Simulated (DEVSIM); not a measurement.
Structure: Ge p-i-n diode, at 300 K.

Layer 1 from the left is Ge, thickness (μm) 0.570, Na (cm⁻³) 3e18, τn (s) 0.0006, τp (s) 0.0006. Layer 2 from the left is Ge, thickness (μm) 0.750, Nd (cm⁻³) 5e12, τn (s) 0.0006, τp (s) 0.0006. Layer 3 from the left is Ge, thickness (μm) 0.700, Nd (cm⁻³) 2.7e17, τn (s) 0.0006, τp (s) 0.0006.

Left contact: ohmic. Right contact: ohmic. Voltage is applied to the left contact. Recombination: SRH at mid-gap, Auger. Mobility is μmin + (μ − μmin)/(1 + (N/Nref)^α).

The device is made up for the run: typed textbook-type constants, with dimensions and the other settings drawn at random. Values at 300 K.

Ge: gap (eV) 0.664, affinity (eV) 4, permittivity 16, Nc (cm⁻³) 1.04e19, Nv (cm⁻³) 6e18, μn (cm²/Vs) 3900, μp (cm²/Vs) 1900, μn,min 150, μp,min 100, Nref,n 2.6e17, Nref,p 4e17, αn 0.56, αp 0.6, Cn (cm⁶/s) 1e-31, Cp (cm⁶/s) 1e-31.

Model (solved in DEVSIM): 1D drift-diffusion, Boltzmann statistics, complete ionisation; no tunnelling, impact ionisation, image-force lowering or self-heating.

**Question.** What does the simulation give for the dark forward voltage at 1 A/cm², the dark forward voltage at 100 A/cm², the potential step across the device at zero bias?

**Answer.** dark forward voltage at 1 A/cm² 0.234 V; dark forward voltage at 100 A/cm² 0.354 V; potential step across the device at zero bias 0.552 V.
